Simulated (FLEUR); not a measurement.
A self-consistent single point of CrO2 (P4_2/mnm, 6 atoms in the cell) with FLEUR.

Method of the run: FLEUR with PBEsol, all-electron FLAPW (FLEUR), scalar-relativistic valence.

```yaml
crystal:
  lattice:
    - [4.45328, 0.00000, 0.00000]
    - [0.00000, 4.45328, 0.00000]
    - [0.00000, 0.00000, 2.94303]
  atoms:
    - { symbol: Cr, position: [0.00000, 0.00000, 0.50000], spin: 3.0 }
    - { symbol: Cr, position: [0.50000, 0.50000, 0.00000], spin: 3.0 }
    - { symbol: O, position: [0.19726, 0.19726, 0.00000] }
    - { symbol: O, position: [0.80274, 0.80274, 0.00000] }
    - { symbol: O, position: [0.30274, 0.69726, 0.50000] }
    - { symbol: O, position: [0.69726, 0.30274, 0.50000] }
```
(The spins are starting values, not results.)

Reference input (self-consistent single point, DFT, PBE, all-electron FLAPW (FLEUR), scalar-relativistic valence): Kmax = 4.7 1/bohr; GmaxXC = 18.8 1/bohr; xcFunctional = pbe; jspins = 2; l_soc = F; mode = gauss; fermiSmearingEnergy = 0.00999582 Htr; mesh (inpgen div1-3) = 5 5 7; inpgen gamma flag = false; Gmax = 18.8 1/bohr; numbands = 0; maxIterBroyd = 25. This run's input differs from it in these lines:

```diff
@@ -18,2 +18,3 @@
 &comp jspins=2 /
+&exco xctyp='PBEs' /
 &kpt div1=5 div2=5 div3=7 /
@@ -30,3 +31,3 @@
       <coreElectrons ctail="T" frcor="F" kcrel="0" coretail_lmax="0"/>
-      <xcFunctional name="pbe" relativisticCorrections="F"/>
+      <xcFunctional name="PBEs" relativisticCorrections="F"/>
       <magnetism jspins="2"/>
```

Log, with long lists cut:

```
 Iteration:     1   Distance:      50.83976005 me/bohr^3
 Iteration:     2   Distance:      42.47082271 me/bohr^3
 Iteration:     3   Distance:      23.34250748 me/bohr^3
 Iteration:     4   Distance:      29.27982739 me/bohr^3
 Iteration:     5   Distance:      16.28346707 me/bohr^3
   [... 12 lines left out ...]
 Iteration:    18   Distance:       0.00058561 me/bohr^3
 Iteration:    19   Distance:       0.00087887 me/bohr^3
 Iteration:    20   Distance:       0.00002935 me/bohr^3
 Iteration:    21   Distance:       0.00000958 me/bohr^3
 Reset of history
 Run finished successfully
 Stop message:
   Structural relaxation: new displacements generated

[file out, last iteration]
             iter=     22
[...]
          total density-effective poten   -3.7947851582E+03
          total charge density-energy d   -1.2839130080E+02
 Updated energy parameters for spin:           1
 Updated energy parameters for spin:           2
[...]
 fermi energy and band-weighting factors:

[...]
FERMIE:
          first approx. to ef    (T=0)  :   0.280297 htr   (energy of the highest occ. eigenvalue)
          number of occ. states  (T=0)  :       1250
          first approx. to seigv (T=0)  : -24.424131 htr
          sum of weights of occ. states :  52.040000
          sum of semicore charge        :   0.000000 e
          fermi energy=   0.28076 har   work function=  -7.64000 ev
   [... lines left out ...]
          total moment                 =     3.99997
 Direct bandgap for spin            1 :    7.0387675851116827E-003  Htr
 Direct bandgap for spin            2 :    6.4901875923749408E-002  Htr
 ---->    free energy=                     -2399.7758313783 htr
   [... lines left out ...]
SPIN-2 FORCE FOR ATOM TYPE=  2  X=  1.660   Y=  1.660   Z=  0.000      FX_SP =-0.002783 FY_SP =-0.002783 FZ_SP = 0.000000
 ***** TOTAL FORCES ON ATOMS *****
 TOTAL FORCE FOR ATOM TYPE=  1  X=  0.000   Y=  0.000   Z=  2.781
                       FX_TOT= 0.000000 FY_TOT= 0.000000 FZ_TOT= 0.000000
 TOTAL FORCE FOR ATOM TYPE=  2  X=  1.660   Y=  1.660   Z=  0.000
                       FX_TOT=-0.003343 FY_TOT=-0.003343 FZ_TOT= 0.000000
```

The run converged in 21 iterations. FLEUR gives forces in its relaxation mode, with a further iteration, so its stop message speaks of a relaxation. Against the reference run the largest force goes from 0.175 to 0.243 eV/Å and the size of the net moment stays at 0.67 μB/atom.

The starting cell comes from a database of computed structures (which also holds hypothetical and non-ambient phases and stackings), without a prior relaxation at this level. Its lattice was rescaled by a random factor within 2.5 % of one. The magnetic order is the one reached from the typed start; others were not searched systematically. Values depend on the basis (sphere radii, cutoffs, local orbitals), which need not be converged. The log's line on a gap gives a spacing of levels on this mesh, which the program prints for metals too.

Cost on one core of a shared machine: roughly 7 min.
